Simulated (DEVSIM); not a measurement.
Device: illuminated In0.53Ga0.47As p-on-n cell, one wavelength, at 300 K.

Layer 1 from the left is In0.53Ga0.47As, thickness (μm) 0.570, Na (cm⁻³) 5.1e17, τn (s) 8.8e-11, τp (s) 2.2e-10, absorption coefficient (cm⁻¹) 82000. Layer 2 from the left is In0.53Ga0.47As, thickness (μm) 2.00, Nd (cm⁻³) 3.5e15, τn (s) 4.2e-9, τp (s) 4.2e-9, absorption coefficient (cm⁻¹) 82000.

Left contact: ohmic, minority electron recombination velocity 30 cm/s. Right contact: ohmic, minority hole recombination velocity 1000 cm/s. Voltage is applied to the left contact. Recombination: SRH at mid-gap, radiative, Auger. Light enters at the left, 4.6e16 photons cm⁻² s⁻¹, one pass, no reflection. Mobility is μmin + (μ − μmin)/(1 + (N/Nref)^α).

Constants are typed, rounded textbook-type inputs, not results; the design itself was drawn at random and stands for no fabricated device. Values at 300 K.

In0.53Ga0.47As: gap (eV) 0.74, affinity (eV) 4.51, permittivity 13.9, Nc (cm⁻³) 2.1e17, Nv (cm⁻³) 7.7e18, μn (cm²/Vs) 12000, μp (cm²/Vs) 300, μn,min 300, μp,min 10, Nref,n 1.3e17, Nref,p 4.9e17, αn 0.48, αp 0.4, B (cm³/s) 9.6e-11, Cn (cm⁶/s) 5e-29, Cp (cm⁶/s) 5e-29.

Model (solved in DEVSIM): 1D drift-diffusion, Boltzmann statistics, complete ionisation; no tunnelling, impact ionisation, image-force lowering or self-heating.

Dark forward current:

| |V| (V) | |J| (A/cm²) |
|---|---|
| 0.05 | 0.0001890 |
| 0.10 | 0.0007261 |
| 0.15 | 0.002461 |
| 0.20 | 0.008808 |
| 0.25 | 0.03589 |
| 0.30 | 0.1704 |
| 0.35 | 0.9013 |
| 0.40 | 4.578 |
| 0.45 | 18.74 |
| 0.50 | 71.61 |
| 0.55 | 310.8 |
| 0.60 | 1424 |
| 0.65 | 5302 |

Task: Work out the local ideality factor n = ΔV / (kT/q · ln(J2/J1)) between the rows 0.15 and 0.20 V, 0.30 and 0.35 V, 0.60 and 0.65 V.

Result: kT/q = 25.85 mV. From 0.15 to 0.20 V: ln(0.008808/0.002461) = 1.275, n = 1.52. From 0.30 to 0.35 V: ln(0.9013/0.1704) = 1.666, n = 1.16. From 0.60 to 0.65 V: ln(5302/1424) = 1.315, n = 1.47.

Task: What current could the absorbed light give at most, and what share is collected?

Result: Σ αd = 21.1, so qΦ(1 − exp(−Σ αd)) = 7.37 mA/cm². The simulated short-circuit current is 6.374 mA/cm², a share of 0.86.

Task: Estimate the open-circuit voltage by superposition: the voltage at which the dark current equals that short-circuit current.

Result: Interpolating ln J in the table gives 0.187 V. The simulation gives 0.188 V, the same within the digits that matter. Superposition holds where collection doesn't change with voltage.
